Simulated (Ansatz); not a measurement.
## MgO, response to strain

Start from MgO in the rock salt structure (space group Fm-3m, No. 225; a = 4.214 Å). Axes: x, y, z lie along the cube axes.

Strains are applied to the cell and any free atomic positions relax.

Method: DFT with PBEsol, PAW potentials and a 420 eV plane-wave cutoff in Ansatz (a quantum-chemistry and plane-wave program), scalar-relativistic without spin-orbit coupling.

Candidates:
(a) tensor shear ε_xy = +1.43 %
(b) tensor shear ε_xy = +1.71 %
(c) tensor shear ε_xy = +2.00 %

Base values:

Band gap: 4.62 eV

Problem. Order them by band gap, lowest first.

Solution. (c) tensor shear ε_xy = +2.00 % (4.45 eV), (b) tensor shear ε_xy = +1.71 % (4.48 eV), (a) tensor shear ε_xy = +1.43 % (4.50 eV)

Whether these cells are dynamically stable was not tested.
